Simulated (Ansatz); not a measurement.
Output of an Ansatz run (abridged):

```
WARN ansatz: RAYON_NUM_THREADS=1 ignored (pool sized by the plan → 1); use --threads N
Pseudopotentials: kind: paw
Pseudopotential: Ir, paw, valence charge 17
Pseudopotential: Rh, paw, valence charge 17
Crystal: 4 atoms, lattice volume = 57.120 Å³
Basis set: ecut = 420 eV, 1129 PW (Γ)
Bands: 41, of which v1, the nominal top of the filled ones, is band 34 counted from 1 (33 counted from 0)
Symmetry: 16 space group operations
Space group: I4/mmm (ITA 139), of the structure as read, at distance tolerance 3.9e-5 Å
k-points: 163 of 1728
PAW frozen core: Ir, regenerated for the run's functional, and the local potential with it
PAW frozen core: Rh, regenerated for the run's functional, and the local potential with it
Initial density: superposition of atomic densities (neutral atoms: chi_scale 0, normalization atom), corrected by the library's trained network
Initial wavefunctions: pseudopotential atomic-orbital guess
Eigensolver: davidson
Functional: x = slater, c = lda
SCF iter   1: F=—  HF=-41268.866718 eV  |F-HF|=—  |Δ(HF+E_count)|=         —  Δρ=1.12e-2  dr2=8.45e-2  ethr=1.77e-3  ⟨swp⟩=5.4  Hψ=22044  notcnv=0
all-band conjugate gradients solve this SCF's bands
preconditioner: auto → Kerker (q_TF=auto, 2.809 Å⁻¹)
SCF iter   2: F=—  HF=-41268.863150 eV  |F-HF|=—  |Δ(HF+E_count)|=   3.57e-3  Δρ=5.27e-3  dr2=1.73e-2  ethr=1.24e-4  ⟨swp⟩=1.0  Hψ=7987  notcnv=0
SCF iter   3: F=—  HF=-41268.861650 eV  |F-HF|=—  |Δ(HF+E_count)|=   1.50e-3  Δρ=6.79e-4  dr2=1.61e-4  ethr=2.55e-5  ⟨swp⟩=1.0  Hψ=6691  notcnv=0
SCF iter   4: F=—  HF=-41268.861638 eV  |F-HF|=—  |Δ(HF+E_count)|=   1.12e-5  Δρ=8.76e-5  dr2=6.24e-6  ethr=2.37e-7  ⟨swp⟩=2.0  Hψ=9949  notcnv=0
SCF iter   5: F=—  HF=-41268.861637 eV  |F-HF|=—  |Δ(HF+E_count)|=   1.37e-6  Δρ=3.30e-5  dr2=8.42e-7  ethr=9.18e-9  ⟨swp⟩=2.2  Hψ=10349  notcnv=0
SCF iter   6: F=-41268.861637 eV  HF=-41268.861637 eV  |F-HF|=8.48e-9  |Δ(HF+E_count)|=   1.32e-7  Δρ=5.72e-6  dr2=1.63e-8  ethr=1.47e-10  ⟨swp⟩=3.1  Hψ=22999  notcnv=0
SCF 1 converged in 6 iterations: F = -41268.861637 eV  dr2 = 1.63e-8
SCF converged after 6 iterations
Free energy (F): -41268.861637 eV
Harris-Foulkes:  -41268.861637 eV  (|F-HF|=8.48e-9)
Internal energy: -41268.726359 eV  (E = F + TS)
E sigma→0 (E₀):  -41268.793998 eV
Entropy (-TS):   -0.135278 eV (-33.819 meV/atom)
Fermi energy:    24.078098 eV
--- Per-component energies (eV) ---
  E_band       = -385.539067
  E_kinetic    = 2440.829672
  E_local      = -4858.913464  (includes V_loc(G=0)·N_el)
  E_nonlocal   = 599.098100
  E_hartree    = 1799.194268
  E_xc         = -1019.163140
  E_vxc        = -1176.885861  (∫ρ·V_xc dr)
  E_paw        = -30323.106966  (= ΣΔE_a)
  E_vpaw       = -988.055806  (= ΣTr[D̂ρ^β])
  E_aug_tail   = 0.000868  (compensation charges beyond the density's cutoff)
  E_ewald      = -9908.522985
  E_core_change = 1.857289  (= ΣΔE_core)
  E_smearing   = -0.135278  (= −TS)
  E_closure    = 0.000000  (closes the sum)
  Σ components = -41268.861637   (vs F -41268.861637, Δ=0.00e0)
--- Forces (eV/Å), atoms counted from 1 ---
  atom   1  Ir    -0.00000000    -0.00000000     0.00000000
   [... zero for the other atoms too ...]
  max |Σ_I F_I| component: 1.73e-18 eV/Å
--- Stress (GPa, compression-positive) ---
      -14.709035       0.000000      -0.000000
        0.000000     -14.709035       0.000000
       -0.000000      -0.000000     -14.767195
  P = ⅓ Tr σ = -14.7284 GPa (-147.284 kbar)
  The stress holds the Pulay correction. Without it, at fixed plane waves, as pw.x and ABINIT print it: P = -14.7822 GPa
--- Band table (eV; the first three rows and the last of 163) ---
  k-point 0: bands = ["-68.7118", "-68.6243", "-68.5936", "-54.7418", "-25.7357", "-25.5911", "-25.5911", "-25.5091", "-25.5091", "-25.3554", "-25.2199", "-25.1990", "-25.1990", "-22.6907", "-22.6907", "-22.6808", "13.8097", "16.7851", "17.2663", [...]
  k-point 1: bands = ["-68.7109", "-68.6237", "-68.5950", "-54.7418", "-25.7367", "-25.5878", "-25.5649", "-25.5263", "-25.5088", "-25.3424", "-25.2250", "-25.2221", "-25.1961", "-22.6948", "-22.6899", "-22.6812", "14.0082", "16.9272", "17.4061", [...]
  k-point 2: bands = ["-68.7086", "-68.6221", "-68.5988", "-54.7418", "-25.7440", "-25.5725", "-25.5649", "-25.5112", "-25.4933", "-25.3142", "-25.2942", "-25.2302", "-25.1893", "-22.7033", "-22.6880", "-22.6823", "14.5749", "17.2630", "17.8614", [...]
  k-point 162: bands = ["-68.7004", "-68.6356", "-68.5936", "-54.7421", "-25.7078", "-25.7078", "-25.5134", "-25.4368", "-25.3632", "-25.3632", "-25.3484", "-25.2279", "-25.2279", "-22.7033", "-22.6877", "-22.6877", "16.2802", "16.6018", "16.8382", [...]
```

The structure:

```xyz
4
Lattice="-1.9248 1.9248 3.8542 1.9248 -1.9248 3.8542 1.9248 1.9248 -3.8542" Properties=species:S:1:pos:R:3 pbc="T T T"
Ir     0.0000     1.9248     1.9271
Ir     1.9248     0.0000     1.9271
Ir     0.0000     0.0000     3.8542
Rh     0.0000     0.0000     0.0000
```

Write an input that gives this output.

Other spellings and defaults could give the same log, and not every line can be read from it. The input that was run (DFT, LDA (PW92), plane waves, default PAW files made with PBE):

Ansatz 0.2 input:
```yaml
# Ir3Rh
crystal:
  lattice:
    - [-1.924847, 1.924847, 3.854238]
    - [1.924847, -1.924847, 3.854238]
    - [1.924847, 1.924847, -3.854238]
  atoms:
    - { symbol: Ir, position: [0.750000, 0.250000, 0.500000] }
    - { symbol: Ir, position: [0.250000, 0.750000, 0.500000] }
    - { symbol: Ir, position: [0.500000, 0.500000, 0.000000] }
    - { symbol: Rh, position: [0.000000, 0.000000, 0.000000] }
basis:
  ecutwfc: 420.0 eV
kpoints:
  mp_grid: { grid: [12, 12, 12] }
hamiltonian:
  xc: lda
  pseudopotentials: { kind: paw }
scf:
  occupations: { method: fermi_dirac, width: 0.1 eV }
output:
  forces: true
  eigenvalues: true
  stress: true
```

The starting cell comes from a database of computed structures (which also holds hypothetical and non-ambient phases and stackings), without a prior relaxation at this level. Its lattice was rescaled by up to half a per cent. Spin-orbit coupling is off. Spin polarisation is off. With a pressure of about -15 GPa the cell is away from its equilibrium volume at this level. Ansatz's pressure includes its estimate of the finite-basis (Pulay) stress.

Ansatz is a program for electronic structure.
